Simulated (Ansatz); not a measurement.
The starting structures come from a database of crystals and need not be the phases stable at ambient conditions.

Tunnelling through a barrier is set by its complex band structure: the current falls as exp(−2κd) with the smallest κ.

Here is the system:

```
CELL_PARAMETERS angstrom
      3.99359     0.00000     0.00000
     -1.99680     3.45855     0.00000
      0.00000     0.00000     6.38853
ATOMIC_POSITIONS crystal
  Ga 0.33333 0.66667 0.99998
  Ga 0.66667 0.33333 0.49998
  As 0.33333 0.66667 0.37402
  As 0.66667 0.33333 0.87402
```

Space group of this cell: P6_3mc, wurtzite. The cell is strained (lengths along the current scaled by 0.97, ions clamped); by r2SCAN its mean pressure is 2.5 GPa.

Transport runs along the normal of the first two printed cell vectors, the (001) (indices of the unstrained crystal) plane of the conventional cell.

The gap is the functional's own, uncorrected, and κ follows it; spin-orbit coupling is left out. Mid-gap values are interpolated between the computed energies.

**Question.** Predict the band gap and the smallest decay constant κ at mid-gap from r2SCAN (Ansatz, a quantum-chemistry and plane-wave program).

**Answer.** Gap 0.89 eV on a 12×12×6 mesh; κ = 0.072 1/Å, at the zone centre.
